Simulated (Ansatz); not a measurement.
Si (Imma), r2SCAN with spin-orbit coupling, rigid bands (Ansatz, a first-principles code): Condition of this run: biaxial stress in (110) of -3.6 GPa (compression positive) (the target of the relaxation). band gap 0.58 eV, N_c = 2.04e19 cm⁻³ and N_v = 7.12e18 cm⁻³ at 300 K, conductivity masses along y (a = (-0.03, 2.72, 2.78) Å; b = (2.72, -0.03, 2.78) Å; c = (2.69, 2.69, 0.00) Å) of 0.339 mₑ (electrons) and 0.232 mₑ (holes). Take k_BT = 0.02585 eV.

What thermal injection velocity √(2k_BT/πm) limits a ballistic channel along the direction named?

9.24e6 cm/s for electrons and 1.12e7 cm/s for holes, a ratio of √(m_h/m_e) = 0.827, for dilute carriers.

Find the intrinsic carrier density and the intrinsic Fermi level.

n_i = √(N_c N_v) exp(−E_g/2k_BT) = 1.21e19 × exp(−11.22) = 1.6e14 cm⁻³. The level lies (k_BT/2) ln(N_v/N_c) = -14 meV from mid-gap (positive towards the conduction band). Each 0.1 eV added to the gap lowers n_i by a factor of 6.9.

What built-in voltage has an abrupt junction with N_A = 1e17 and N_D = 1e17 cm⁻³, all dopants ionised?

V_bi = E_g/e − (k_BT/e) ln(N_c N_v/(N_A N_D)) = 0.58 − 0.02585 × 9.58 = 0.33 V. It follows the computed gap one for one.

Rigid, parabolic bands with the computed gap; masses take one relaxation time for all states. Geometry: cell and atoms relaxed with PBEsol.
